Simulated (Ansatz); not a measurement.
OH on the 1x1 (10-10) surface of wurtzite AlN (cut with top plane Al + N), one in a 1x1 cell, energies for each (15.7 Å²). Energies are against H2O(g) − ½ H2(g), without zero-point or thermal terms; each row is named by its start (#2, #3: further inequivalent places of a kind). No converged result for: 1 more start.

Host crystal: wurtzite AlN, with a band gap (PBE, scalar-relativistic without spin-orbit coupling).

Method: PBE (plane waves to 420 eV, PAW; Ansatz, a program for electronic structure).

Slab: 18 atoms, 8.9 Å thick at the start under the adsorbate (thin: gaps and levels are the slab's own); k 6x4x1, smearing 0.01 eV, dipole-corrected; 8 atoms held, the rest relaxed; each run with such symmetry as its start has; spin-polarised, no spin-orbit, no U, no dispersion correction.

A negative adsorption energy means that the adsorbate is more stable on the surface than in its reference. Starts that drift may end in the same place. Heights count from the host atoms within 0.3 Å of the top one.

```
starting site                   E_ads (eV)  height (Å)  nearest host atom (Å)  bonded to  change of the vacuum step (eV)  lateral drift (Å)  moment (μB)
------------------------------  ----------  ----------  ---------------------  ---------  ------------------------------  -----------------  -----------
top Al                               -0.16        1.75                Al 1.74         Al                            1.07                0.8          1.0
top Al #2                            -0.16        1.75                Al 1.74         Al                            1.08                2.3          1.0
hollow Al-Al-N-N                     -0.16        1.76                Al 1.74         Al                            1.08                2.0          1.0
hollow beside Al                     -0.16        1.75                Al 1.74         Al                            1.07                1.4          1.0
bridge Al-Al-Al-N (span 3.1 Å)        0.13        1.28                Al 2.02       2 Al                           -1.51                1.0          1.0
```
